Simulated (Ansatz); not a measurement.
Structures of equal composition on the (000-1) surface of wurtzite GaN (N plane on top): 2x2 Ga adatom at H3; 2x2 Ga adatom at T1; 2x2 Ga adatom at T4. The slabs share one bottom face, and each structure is named by its start. These are constructed structures in small cells; real faces may alloy, dewet or reconstruct in larger ones, and not all known structures of the face are among them. Slabs of about 14 Å, Fermi-Dirac smearing of 0.025 eV. Bottom of the slabs: H caps. Relaxed from the named starts with such symmetry as they have, on meshes of like density; energies extrapolated to zero smearing; spin only where a row says so; no spin-orbit coupling, no U. Brackets mark spin-polarised runs, whose order is one that fits the cell. Where a second, spin-polarised start was run, the lower counts.

Calculation: r2SCAN, at the PBE geometry (plane waves to 500 eV, PAW; Ansatz, an electronic-structure program).

Question: Rank these by energy per 1x1 cell (lowest first), as r2SCAN, at the PBE geometry gives it.

Answer: 2x2 Ga adatom at H3 (0.000 eV, gap 0.79 eV on the mesh), 2x2 Ga adatom at T4 (0.266 eV (3 Ga–N bonds formed), gap 0.42 eV on the mesh), 2x2 Ga adatom at T1 (0.467 eV, no gap on the mesh)
